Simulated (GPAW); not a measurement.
Band structure of Mg3Sb2 (P-3m1, 5 atoms in the cell).

```xyz
5
Lattice="4.5026 0.0000 0.0000 -2.2513 3.8993 0.0000 0.0000 0.0000 7.1339" Properties=species:S:1:pos:R:3 pbc="T T T"
Mg     0.0000     0.0000     0.0000
Mg     0.0000     2.5996     2.6154
Mg     2.2513     1.2998     4.5185
Sb     0.0000     2.5996     5.5064
Sb     2.2513     1.2998     1.6275
```

Method of the run: PBE, GPAW PAW datasets PBE (gpaw-data 1.0.1) (plane waves; GPAW).

Settings: mode = pw; ecut = 800 eV; xc = PBE; kpts = 7 7 4; mesh shift (steps) = 0 0 0; occupations.name = fermi-dirac; occupations.width = 0.05 eV; nbands = -13; convergence.density = 1e-05 e/electron; convergence.energy = 1e-05 eV/electron; symmetry.symmorphic = false; symmetry.tolerance = 0.0005; maxiter = 150; bandpath_npoints = 40.

The starting cell comes from a database of computed structures (which also holds hypothetical and non-ambient phases and stackings), without a prior relaxation at this level. Its lattice was rescaled by a random factor within 2.5 % of one. Spin-orbit coupling is off. The run gives no clean gap (levels at the Fermi energy touch, overlap or are partly filled at this smearing), which alone does not show that the compound is a metal.

Levels in eV from the Fermi level, bands 27 to 34:
```csv
point,27,28,29,30,31,32,33,34
Γ,-1.26,-0.52,-0.52,-0.11,1.24,1.26,2.99,2.99
M,-3.48,-2.51,-2.40,-1.06,0.32,1.96,2.05,2.74
K,-3.83,-2.78,-2.78,-2.76,0.12,4.17,4.36,4.36
A,-0.93,-0.93,-0.87,-0.87,1.76,1.95,2.66,2.66
L,-2.04,-1.84,-1.83,-1.72,0.43,1.21,1.69,2.06
H,-4.24,-3.61,-1.14,-1.14,1.75,1.75,2.44,2.53
```

No band crosses the Fermi level by more than 0.03 eV along this path.
